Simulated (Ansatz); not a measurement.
Results of HSE06 in Ansatz (PAW) for L1₂ (Cu3Au-type) Ni3Fe.

Run with plane-wave cutoff 460 eV, 8×8×8 k mesh, Fermi–Dirac smearing 0.05 eV, spin-polarised with parallel moments, scalar-relativistic PAW data made under PBE.

The cell has the measured lattice: a = b = c = 3.5450 Å, α = β = γ = 90.00°.

What does this level give for the magnetic moment (largest site, within a sphere)?


- magnetic moment (largest site, within a sphere) = 3.55 μB

Note: the run warned that the count of filled bands differs between k points; cell and atoms aren't relaxed at this level (pressure 2.2 GPa).

Moments are spin moments.

Static lattice: no zero-point or thermal effects.

The result took roughly 6 core-minutes.

Ansatz is a program for electronic structure.
